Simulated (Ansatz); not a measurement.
## CdO (model structure, started from the MnP type, P6₃/mmc, No. 194, 8 atoms in the cell): properties by level of theory

| level (code) | equilibrium lattice constant a (Å) | c axis length (Å) | enthalpy of formation (eV/atom) |
|---|---|---|---|
| PBE (Ansatz) | 3.310 | 5.802 | -0.917 |
| PBEsol (Ansatz) | 3.253 | 5.716 | -0.975 |
| PBE-D3(BJ) (Ansatz) | 3.276 | 5.766 | -0.981 |

Ansatz's density-functional and Hartree–Fock values are scalar-relativistic unless marked +SOC, with PAW data made under PBE.

Computed values are for the static lattice.

A model structure was made by putting elements into a prototype or built by hand; it is no filed structure, need not be a known phase, and can be a saddle point held by its symmetry.

Ansatz is a quantum-chemistry and plane-wave program.
